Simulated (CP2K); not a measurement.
Band structure of BaF2 (Fm-3m, 3 atoms in the cell).

```
BaF2
1.0
    4.46389     0.00000     0.00000
    2.23194     3.86584     0.00000
    2.23194     1.28861     3.64475
Ba F
1 2
Cartesian
  0.00000   0.00000   0.00000
  2.23194   1.28861   0.91119
  6.69583   3.86584   2.73356
```

Method of the run: PBE, GPW, DZVP-MOLOPT-SR-GTH basis, GTH-PBE potentials (GTH_POTENTIALS) (CP2K).

Settings: CUTOFF = 550 Ry; REL_CUTOFF = 50 Ry; KPOINTS/SCHEME = MONKHORST-PACK 5 5 5; XC_FUNCTIONAL = PBE; Ba/BASIS_SET = DZVP-MOLOPT-SR-GTH; Ba/POTENTIAL = GTH-PBE-q10; F/BASIS_SET = DZVP-MOLOPT-SR-GTH; F/POTENTIAL = GTH-PBE-q7; METHOD = GPW; EPS_DEFAULT = 1e-11; EXTRAPOLATION = USE_GUESS; NGRIDS = 5; SCF_GUESS = ATOMIC; EPS_SCF = 1e-06.

The starting cell comes from a database of computed structures (which also holds hypothetical and non-ambient phases and stackings), without a prior relaxation at this level. Its lattice was rescaled by a random factor within 2.5 % of one. Values carry the incompleteness of an atom-centred basis.

Problem. Predict the gap along the standard path and the places of the band edges.

Solution. The gap along the path is 6.67 eV, from a point between K and Γ to Γ; the smallest direct gap on it is 6.72 eV.

Levels in eV from the top of the valence band on the SCF mesh, bands 9 to 13:
```
point      9     10     11     12    13
-----  -----  -----  -----  -----  ----
Γ      -1.36  -0.05  -0.05  -0.05  6.67
X      -0.37  -0.30  -0.30  -0.07  7.52
W      -0.34  -0.34  -0.25  -0.12  7.61
K      -0.46  -0.37  -0.16  -0.13  7.66
L      -0.61  -0.35  -0.17  -0.17  8.92
U      -0.46  -0.37  -0.16  -0.13  7.66
```

Higher empty bands are left out: an atom-centred basis made for the valence describes them poorly.
